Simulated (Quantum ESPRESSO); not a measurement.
**Several settings converged on Hf₂Ge (Fmm2, 6 atoms in the cell)**

```yaml
crystal:
  lattice:
    - [-3.28040, 3.28040, 2.63854]
    - [3.28040, -3.28040, 2.63854]
    - [3.28040, 3.28040, -2.63854]
  atoms:
    - { symbol: Hf, position: [0.34424, 0.15576, 0.50000] }
    - { symbol: Hf, position: [0.65576, 0.84424, 0.50000] }
    - { symbol: Hf, position: [0.16115, 0.66115, 0.82230] }
    - { symbol: Hf, position: [0.84424, 0.34424, 0.18848] }
    - { symbol: Ge, position: [0.25000, 0.25000, 0.00000] }
    - { symbol: Ge, position: [0.75000, 0.75000, 0.00000] }
```

Base method: PBEsol, PSlibrary PAW (PBE) pseudopotentials (plane waves; Quantum ESPRESSO).

Base settings: ecutwfc = 55 Ry; ecutrho = 330 Ry; occupations = smearing; smearing = fermi-dirac; degauss = 0.0073499 Ry; input_dft = pbesol; potentials = {Hf: Hf.pbe-spn-kjpaw_psl.1.0.0.UPF, Ge: Ge.pbe-n-kjpaw_psl.1.0.0.UPF}; K_POINTS = automatic 3 3 3 0 0 0; conv_thr = 1e-11 Ry; mixing_beta = 0.4.

The count of work is k-points × plane waves × bands × iterations; it is no time. 

**The plane-wave cutoff**

Moved along: ecutrho.

The second cell is the first with its lattice scaled by 0.98.

The mesh stays at the base's, so the ladder's end is converged at best in this setting alone.

Only quantities that move along the ladder and can be compared are tabulated.

```tsv
ecutwfc	free energy less the last step's (meV/atom)	energy of the compressed cell less the first (meV/atom)	pressure (GPa)	largest difference of a force vector from the last step's (eV/Å)	count of work / last
19 Ry	2329.45	7.88	-58.23	0.050	0.072
25 Ry	641.83	26.17	-17.72	0.027	0.11
30 Ry	272.16	27.27	-7.83	0.003	0.14
38 Ry	90.73	26.64	-3.32	0.003	0.22
50 Ry	22.41	25.79	-1.46	0.000	0.31
55 Ry	15.08	25.86	-1.13	0.000	0.38
66 Ry	10.51	25.78	-0.94	0.001	0.46
110 Ry	0.00	25.72	-0.89	0.000	1.0
```

Coarsest ecutwfc that holds the forces within 0.01 eV/Å of the last step, with all finer ones: 30 Ry, at 0.14 of the last step's count of work; the step before is off by 0.027 eV/Å.

Coarsest ecutwfc that holds the pressure within 1 GPa of the last step, with all finer ones: 50 Ry, at 0.31 of the last step's count of work; the step before is off by 2.4 GPa.

Coarsest ecutwfc that holds the free energy within 5 meV/atom: not settled: the last two steps still differ by 11 meV/atom, over half the tolerance, so the ladder does not show it.

At the lowest cutoff the pressure lies 57.3 GPa under the last step's, the usual sign of Pulay stress in an incomplete plane-wave basis.

**The cutoff for other potential files**

Level: DFT, PBEsol, plane waves, PseudoDojo standard norm-conserving (PBESOL) pseudopotentials.

In this ladder: ecutrho = default; input_dft = default; pseudopotentials = {Hf: Hf.upf, Ge: Ge.upf}.

The second cell is the first with its lattice scaled by 0.98.

The mesh stays at the base's, so the ladder's end is converged at best in this setting alone.

Only quantities that move along the ladder and can be compared are tabulated.

```csv
ecutwfc,free energy less the last step's (meV/atom),energy of the compressed cell less the first (meV/atom),pressure (GPa),largest difference of a force vector from the last step's (eV/Å),count of work / last
36 Ry,20365.00,56.33,-575.16,0.131,0.12
44 Ry,5811.08,-7.39,-255.83,0.027,0.17
56 Ry,452.62,29.38,-36.36,0.001,0.22
68 Ry,10.90,31.57,-1.64,0.000,0.28
80 Ry,0.62,31.46,-0.09,0.000,0.38
120 Ry,0.25,31.45,-0.09,0.000,0.65
160 Ry,0.00,31.45,-0.08,0.000,1.0
```

Coarsest ecutwfc that holds the forces within 0.005 eV/Å of the last step, with all finer ones: 56 Ry, at 0.22 of the last step's count of work; the step before is off by 0.027 eV/Å.

Coarsest ecutwfc that holds the free energy within 5 meV/atom of the last step, with all finer ones: 80 Ry, at 0.38 of the last step's count of work; the step before is off by 11 meV/atom.

Coarsest ecutwfc that holds the pressure within 0.5 GPa of the last step, with all finer ones: 80 Ry, at 0.38 of the last step's count of work; the step before is off by 1.6 GPa.

The energy difference between the two cells stays within 1 meV/atom of the last step's from 68 Ry on, the total only from 80 Ry on: much of the error is common to both cells and cancels.

At the lowest cutoff the pressure lies 575 GPa under the last step's, the usual sign of Pulay stress in an incomplete plane-wave basis.

**The relaxed cell against the cutoff**

On Hf₂Ge (I4/mcm, 6 atoms in the cell): atoms on their sites.

In this ladder: calculation = vc-relax; tprnfor = default; tstress = default. Moved along: ecutrho.

The mesh stays at the base's, so the ladder's end is converged at best in this setting alone.

Only quantities that move along the ladder and can be compared are tabulated.

```tsv
ecutwfc	relaxed volume (Å³/atom)	relaxation steps
28 Ry	17.836	4
33 Ry	18.288	4
38 Ry	18.514	4
47 Ry	18.700	4
55 Ry	18.777	4
82 Ry	18.789	4
110 Ry	18.808	4
```

Coarsest ecutwfc that holds the relaxed volume within 0.094 Å³/atom of the last step, with all finer ones: 55 Ry; the step before is off by 0.11 Å³/atom.

At the lowest cutoff the cell relaxes to a volume 5.2 % smaller than at the highest.

On the base run: the starting cell comes from a database of computed structures (which also holds hypothetical and non-ambient phases and stackings), without a prior relaxation at this level. Its lattice was rescaled by up to half a per cent. One atom was moved a little off its site on purpose. Without a gap this mesh is coarse (it stands for a supercell whose shortest vector is 16 Å).
